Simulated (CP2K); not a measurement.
A self-consistent single point of CaZrN₂ (R3m, 4 atoms in the cell) with CP2K.

Computed with LDA (Pade form), GPW, DZVP-MOLOPT-SR-GTH basis, GTH-PADE potentials (GTH_POTENTIALS) (CP2K).

The change in words: lattice scaled by 0.98; KPOINTS/SCHEME: MONKHORST-PACK 4 4 4 → MONKHORST-PACK 6 6 6. Reference geometry:
```yaml
crystal:
  lattice:
    - [5.89459, 0.00000, 0.00000]
    - [4.97220, 3.16598, 0.00000]
    - [4.97220, 1.44862, 2.81512]
  atoms:
    - { symbol: Ca, position: [0.00299, 0.00299, 0.00299] }
    - { symbol: Zr, position: [0.50000, 0.50000, 0.50000] }
    - { symbol: N, position: [0.23812, 0.23812, 0.23812] }
    - { symbol: N, position: [0.76188, 0.76188, 0.76188] }
```

Reference input (self-consistent single point, DFT LDA (Pade form), GPW, DZVP-MOLOPT-SR-GTH basis, GTH-PADE potentials (GTH_POTENTIALS)): CUTOFF = 500 Ry; REL_CUTOFF = 50 Ry; SMEAR/METHOD = FERMI_DIRAC; ELECTRONIC_TEMPERATURE = 232.09 K; KPOINTS/SCHEME = MONKHORST-PACK 4 4 4; GAMMA_CENTERED = T; XC_FUNCTIONAL = PADE; Ca/BASIS_SET = DZVP-MOLOPT-SR-GTH-q10; Ca/POTENTIAL = GTH-PADE-q10; Zr/BASIS_SET = DZVP-MOLOPT-SR-GTH-q12; Zr/POTENTIAL = GTH-PADE-q12; N/BASIS_SET = DZVP-MOLOPT-SR-GTH-q5. This run's input differs from it in these lines:

```diff
@@ -40,3 +40,3 @@
     &KPOINTS
-      SCHEME MONKHORST-PACK 4 4 4
+      SCHEME MONKHORST-PACK 6 6 6
       GAMMA_CENTERED T
@@ -64,5 +64,5 @@
     &CELL
-      A 5.89459000 0.00000000 0.00000000
-      B 4.97219900 3.16598000 0.00000000
-      C 4.97220000 1.44862300 2.81512200
+      A 5.77669800 0.00000000 0.00000000
+      B 4.87275500 3.10266000 0.00000000
+      C 4.87275600 1.41965100 2.75881900
       PERIODIC XYZ
@@ -70,6 +70,6 @@
     &COORD
-      Ca       0.04732690     0.01378843     0.00841158
-      Zr       7.91949450     2.30730150     1.40756100
-      N        3.77158006     1.09882927     0.67033685
-      N       12.06740894     3.51577373     2.14478515
+      Ca       0.04638036     0.01351267     0.00824335
+      Zr       7.76110450     2.26115550     1.37940950
+      N        3.69614841     1.07685270     0.65692998
+      N       11.82606059     3.44545830     2.10188902
     &END COORD
```

The program printed (abridged):

```
 SCF WAVEFUNCTION OPTIMIZATION

  Step     Update method      Time    Convergence         Total energy    Change
     1 NoMix/Diag. 0.20E+00      -     1.71146537      -105.0459263635 -1.05E+02
     2 Broy./Diag. 0.20E+00      -     0.17371189      -102.3812000945  2.66E+00
     3 Broy./Diag. 0.20E+00      -     0.21202741      -103.5812549198 -1.20E+00
     4 Broy./Diag. 0.20E+00      -     0.04190680      -104.2853826301 -7.04E-01
     5 Broy./Diag. 0.20E+00      -     0.04386633      -103.9580132965  3.27E-01
     6 Broy./Diag. 0.20E+00      -     0.00585495      -104.0508830663 -9.29E-02
   [... 5 lines left out ...]
    12 Broy./Diag. 0.20E+00      -     0.00010060      -104.0731901882  5.76E-04
    13 Broy./Diag. 0.20E+00      -     0.00001277      -104.0729867057  2.03E-04
    14 Broy./Diag. 0.20E+00      -     0.00000905      -104.0730488216 -6.21E-05
    15 Broy./Diag. 0.20E+00      -     0.00000081      -104.0730664265 -1.76E-05
  *** SCF run converged in    15 steps ***

  Overlap energy of the core charge distribution:               0.00000000000391
  Self energy of the core charge distribution:               -207.53611878614927
  Core Hamiltonian energy:                                     50.53581460133244
  Hartree energy:                                              69.06321116775683
  Exchange-correlation energy:                                -16.13597262496570
  Electronic entropic energy:                                  -0.00000078453260
  Fermi energy:                                                 0.38586820322536

  Total energy:                                              -104.07306642653434
  Total energy (extrapolated to T->0):                       -104.07306603426804

   [... lines left out ...]

 STRESS| Analytical stress tensor [bar]
 STRESS|                        x                   y                   z
 STRESS|      x        5.59599046652E+04  -3.82027159754E+03  -2.33154250112E+03
 STRESS|      y       -3.82027159754E+03   6.79579313751E+04  -6.78997566112E+02
 STRESS|      z       -2.33154250112E+03  -6.78997566112E+02   6.86580504161E+04
 STRESS| 1/3 Trace                                             6.41919621521E+04
```

The run converged in 15 iterations. Against the reference run the free energy drops by 14.5 meV/atom, the pressure goes from -5.47 to 6.42 GPa, the largest force goes from 0.690 to 0.716 eV/Å and the gap on the mesh goes from 0.277 to 0.226 eV.

The starting cell comes from a database of computed structures (which also holds hypothetical and non-ambient phases and stackings), without a prior relaxation at this level. Its lattice was rescaled by up to half a per cent. One atom was moved a little off its site on purpose. For this run, on top of that: lattice scaled by 0.98. Values carry the incompleteness of an atom-centred basis. With a pressure of about 6 GPa the cell is away from its equilibrium volume at this level.

Cost on one core of a shared machine: roughly 3 min.
